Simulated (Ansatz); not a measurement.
Consider a 24-atom supercell of AlP in the zinc blende structure (space group F-43m, No. 216; a = 5.471 Å) at its relaxed geometry.

Level of theory: PBEsol (Ansatz, a first-principles code; PAW; 420 eV plane waves; no spin-orbit coupling).

One neutral defect a cell, atoms relaxed at fixed cell.

One change was made to it. Results:

The gap of the supercell goes from 1.45 eV to zero; the pressure goes from zero to 1.0 GPa; the total moment of the cell is 2.0 μB; the largest displacement of a host atom from its site in the perfect cell is 0.09 Å.

Question: Name the change that was made.
A) Nb on a Al site
B) P on a Al site (antisite)
C) Al interstitial (started 2.23 Å from the nearest host atom)
D) Al on a P site (antisite)

Answer: A, Nb on a Al site. For comparison, the total moment of the cell in the other runs: Al on a P site (antisite) gives 0.6 μB; Al interstitial (started 2.23 Å from the nearest host atom) gives 0.0 μB; P on a Al site (antisite) gives 0.0 μB.

Other magnetic orders, which the real material may have, were not ruled out. In so small a cell the defect repeats every few ångströms: this is an ordered compound, not a dilute defect. The mesh was chosen for an insulator and is coarse for the gapless case. Starting moments died away, wholly or in part, for Al on a P site (antisite), Al interstitial (started 2.23 Å from the nearest host atom) and P on a Al site (antisite); another magnetic solution may exist.
